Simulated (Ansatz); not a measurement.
Functionals compared on O on the 1x1 (10-10) surface of wurtzite GaN (cut with top plane Ga + N), one in a 2x1 cell, started at the site 'top Ga #2', in Ansatz (plane waves, PAW). The structure was relaxed with PBE; the other rows are single points on it, each with its references at the same level. Cutoff 420 eV (500 eV for r2SCAN). The points keep PBE's geometry, so the relaxation of a polaron and the settling of charge on one site are left out.

Host crystal: wurtzite GaN, with a band gap (PBE, scalar-relativistic without spin-orbit coupling).

Set-up: 33 atoms, 9.3 Å thick at the start under the adsorbate (thin: gaps and levels are the slab's own); mesh 3x4x1; 0.01 eV smearing; dipole correction on; 16 atoms held, the rest relaxed; start symmetry kept, larger cells not searched; spin-polarised, ending with about 2.0 μB a cell; orders that need a larger cell were not tried, no spin-orbit, no U, no dispersion correction. It is one chosen start, not shown to be the lowest state of the adsorbate. These notes are the PBE run's. r2SCAN: The program's check for a lower electronic state was not made. Adsorption energies are against ½ O2(g). A negative adsorption energy means that the adsorbate is more stable on the surface than in its reference.

| functional | adsorption energy (eV) | magnetic moment of the cell (μB) |
|---|---|---|
| PBE | 2.36 | 2.00 |
| RPBE | 2.42 | 2.00 |
| r2SCAN | 2.24 | 2.00 |

Ansatz is a program for electronic structure.
